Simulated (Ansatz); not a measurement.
Abridged Ansatz (a program for electronic structure) output:

```
Pseudopotential: Pt, paw, valence charge 18
Pseudopotential: Co, paw, valence charge 17
Pseudopotential: O, paw, valence charge 6
Crystal: 4 atoms, lattice volume = 40.914 Å³
Basis set: ecut = 500 eV, 1029 PW (Γ), exchange–correlation on 180×180×180 points (64 copies of the dense FFT grid, shifted against one another)
Bands: 28, of which v1, the nominal top of the filled ones, is band 24 counted from 1 (23 counted from 0)
Symmetry: 12 space group operations
k-points: 489 of 4913
Functional: x = r2scan, c = r2scan; τ floored in thin density (d = 2e-4 eV/Å³)
SCF iter   1: F=—  HF=-18804.473878 eV  |F-HF|=—  |Δ(HF+E_count)|=         —  Δρ=2.41e-2  dr2=2.13e-1  dr2_τ=3.01e-1  ethr=1.77e-3  ⟨swp⟩=6.4  Hψ=55073  notcnv=0
SCF iter   2: F=—  HF=-18804.617800 eV  |F-HF|=—  |Δ(HF+E_count)|=   1.44e-1  Δρ=1.97e-2  dr2=6.72e-2  dr2_τ=5.10e-3  ethr=4.54e-4  ⟨swp⟩=3.0  Hψ=30256  notcnv=0
SCF 1 converged in 12 iterations: F = -18804.611190 eV  dr2 = 1.63e-10
SCF converged after 12 iterations
Free energy (F): -18804.611190 eV
Internal energy: -18804.605070 eV  (E = F + TS)
E sigma→0 (E₀):  -18804.608130 eV
Entropy (-TS):   -0.006120 eV (-1.530 meV/atom)
Fermi energy:    16.572167 eV
--- Forces (eV/Å), atoms counted from 1 ---
  atom   1  Pt    -0.00000000     0.00000000     0.00000000
  atom   2  Co     0.00000000     0.00000000     0.00000000
  atom   3  O      0.00000000    -0.00000000    -0.00006516
  atom   4  O      0.00000000     0.00000000     0.00006516
--- Stress (GPa, compression-positive) ---
       -0.006491       0.000000       0.000000
        0.000000      -0.006491       0.000000
        0.000000       0.000000       0.006777
  P = ⅓ Tr σ = -0.0021 GPa (-0.021 kbar)
```

**Question.** What was computed, and what are the main results?

**Answer.** CoPtO2, 4 atoms in the cell, with r2SCAN/PAW in Ansatz, without spin-orbit coupling. The last SCF converged to F = -18804.611190 eV, or -4701.1528 eV per atom, at a pressure of 0.00 GPa. The total energy compares only with runs of the same code, potentials and settings.

Whether these cells are dynamically stable was not tested. Starting moments died away, wholly or in part, for Pd → Pt; another magnetic solution may exist. No Hubbard U is applied and the magnetic state is the run's own (CoPtO2 non-magnetic); small cells can't hold the antiferromagnetic order that many such compounds have, so gaps and moments can be off. All final runs are without spin polarisation. An odd electron count without spin: CoPtO2. The cell was made from CoPdO2 by this change: Pd → Pt.
